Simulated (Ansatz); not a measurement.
Structures of equal composition on the (110) surface of bcc Ta: a layer of Hf in place of the second plane; a layer of Hf in place of the third plane. The slabs share one bottom face, and each structure is named by its start. These are constructed structures in small cells; real faces may alloy, dewet or reconstruct in larger ones, and not all known structures of the face are among them. Slabs of about 11 Å with all that they carry, Fermi-Dirac smearing of 0.1 eV. Bottom of the slabs: a bare face, its two planes held. Relaxed from the named starts with such symmetry as they have, on meshes of like density; energies extrapolated to zero smearing; no spin-orbit coupling, no U. Spin-polarised runs, if any, are marked in brackets, and their order is one that fits the cell; the others ran without spin.

Calculation: PBE (plane waves to 420 eV, PAW; Ansatz, a program for electronic structure).

Problem. Order them by energy per 1x1 cell (lowest first) at the level PBE.

Solution. a layer of Hf in place of the third plane (0.000 eV), a layer of Hf in place of the second plane (0.024 eV)
